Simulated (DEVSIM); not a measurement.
Structure: abrupt GaAs n-p junction, at 350 K.

```tsv
layer (left to right)	material	thickness (μm)	Nd (cm⁻³)	Na (cm⁻³)	τn (s)	τp (s)
1	GaAs	0.200	1.4e15	-	2.9e-9	2.9e-9
2	GaAs	23.0	-	9.3e15	2.9e-9	2.9e-9
```

Left contact: ohmic. Right contact: ohmic. Voltage is applied to the left contact. Recombination: SRH at mid-gap, radiative, Auger. Mobility is constant in doping.

Constants are typed, rounded textbook-type inputs, not results; the design itself was drawn at random and stands for no fabricated device. Values at 300 K; Nc and Nv go as T^1.5, mobilities as T to minus their exponent, the gap by Varshni's rule with the affinity fixed.

| parameter | GaAs |
|---|---|
| gap (eV) | 1.424 |
| affinity (eV) | 4.07 |
| permittivity | 12.9 |
| Nc (cm⁻³) | 4.7e17 |
| Nv (cm⁻³) | 9e18 |
| μn (cm²/Vs) | 8500 |
| μp (cm²/Vs) | 400 |
| T exponent of μn | 2.1 |
| T exponent of μp | 2.2 |
| B (cm³/s) | 2e-10 |
| Cn (cm⁶/s) | 1e-30 |
| Cp (cm⁶/s) | 1e-30 |
| Varshni α (eV/K) | 0.000541 |
| Varshni β (K) | 204 |

Model (solved in DEVSIM): 1D drift-diffusion, Boltzmann statistics, complete ionisation; no tunnelling, impact ionisation, image-force lowering or self-heating.

The doping Na of layer 2 was swept, all else fixed.

```
doping Na of layer 2 (cm^-3)  dark forward voltage at 1 A/cm² (V)  potential step across the device at zero bias (V)  largest field in the device at zero bias (V/cm)
----------------------------  -----------------------------------  -------------------------------------------------  -----------------------------------------------
2.8e14                                                      0.870                                              0.899                                             7700
9.3e14                                                      0.823                                              0.935                                            13000
2.8e15                                                        ___                                              0.968                                              ___
9.3e15                                                      0.766                                              1.004                                            32000
2.8e16                                                      0.753                                              1.038                                            41000
9.3e16                                                      0.746                                              1.074                                            50000
2.8e17                                                      0.742                                              1.107                                            56000
```

Problem. Some entries are withheld; supply them.

Solution. 
- 2.8e15, dark forward voltage at 1 A/cm² (V): 0.790
- 2.8e15, largest field in the device at zero bias (V/cm): 21000
